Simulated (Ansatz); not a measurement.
Cubic perovskite RbCdF₃, treated with LDA (Ansatz, a quantum-chemistry and plane-wave program, plane waves, PAW).

Run with plane-wave cutoff 520 eV, 8×8×8 k mesh, Fermi–Dirac smearing 0.01 eV, scalar-relativistic PAW data made under PBE.

Response to compression and expansion:

| V (Å³/atom) | P (GPa) | direct gap at Γ (eV) | smallest gap on the k mesh (eV) |
|---|---|---|---|
| 15.241 | 5.43 | 5.366 | 3.003 |
| 15.565 | 3.41 | 5.209 | 2.990 |
| 15.889 | 1.61 | 5.058 | 2.976 |
| 16.213 | 0.01 | 4.913 | 2.961 |
| 16.538 | -1.41 | 4.774 | 2.944 |
| 16.862 | -2.67 | 4.640 | 2.927 |
| 17.186 | -3.79 | 4.511 | 2.909 |

The fundamental gap (2.96 eV at the equilibrium volume, with added k points) lies elsewhere than Γ–Γ.

Note: the relaxation could not lower the start's symmetry, so the cell can be a saddle point above a distorted one.

Spin–orbit coupling is not included.
